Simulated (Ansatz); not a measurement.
**GaS under a change: biaxial strain +2.31 %, plane normal [001], relaxed out of plane**

Consider GaS in the beta-GaS type structure (space group P6_3/mmc, No. 194; a = 3.534 Å, c = 15.039 Å; layered, stacked along the Cartesian z axis). Axes: x lies along a and z along c of the hexagonal cell.

Perturbation: tensile biaxial strain of 2.31 % in the plane normal to [001], as in epitaxy on a mismatched substrate; the out-of-plane cell vector and the atoms relax.

The values are results of Kohn–Sham DFT with the PBEsol-D3(BJ) functional, run in Ansatz (a quantum-chemistry and plane-wave program) with PAW and 420 eV plane waves, scalar-relativistic without spin-orbit coupling, not measurements. k-mesh 11×11×3 (Γ-centred); smearing 0.05 eV (Fermi–Dirac).

The space group remains P6_3/mmc (No. 194) and the shortest interatomic distance goes up by 0.0430 bohr, from 4.373 bohr to 4.417 bohr. The pressure (mean of the normal stresses, compression positive) goes from zero to -2.05 GPa and the band gap decreases by 0.17 eV to 1.12 eV. The gap character remains indirect, Γ → M and the smallest direct gap shrinks by 0.556 eV (1.73 eV → 1.18 eV). The hole mass changes from 0.13 mₑ along c, 2.0 mₑ across (at Γ) to 0.12 mₑ out of plane, 1.5 mₑ in plane (at Γ) and the valence-band top at Γ (three highest levels, from the VBM) goes from 0.00, -1.45, -1.45 eV to 0.00, -1.73, -1.78 eV. The valley order (the lowest conduction-band minima on the path, energy above the VBM, named in the base's zone) becomes M (0, 1/2, 0) 1.12 eV; Γ 1.18 eV; K (-1/3, -1/3, 0) 1.38 eV (base: M (1/2, 0, 0) 1.29 eV; K (1/3, 1/3, 0) 1.35 eV; Γ 1.73 eV) and the out-of-plane strain amounts to -1.19 %. The ratio −ε⊥/ε∥ comes out as 0.52.

Final structure (turned so that z lies along the plane normal):

```
GaS
1.0
    3.61584     0.00000     0.00000
    1.80792     3.13141     0.00000
    0.00000     0.00000    14.85964
Ga S
4 4
Direct
  0.33333   0.33333   0.66849
  0.66667   0.66667   0.16849
  0.66667   0.66667   0.33151
  0.33333   0.33333   0.83151
  0.33333   0.33333   0.09778
  0.66667   0.66667   0.59778
  0.66667   0.66667   0.90222
  0.33333   0.33333   0.40222
```

Cost of the whole job for the changed cell (relaxation, final SCF and bands): about 110 core-seconds (a rough figure).

Masses are band curvatures over ±0.01 Å⁻¹ around the edge. Stability against distortions was not tested.
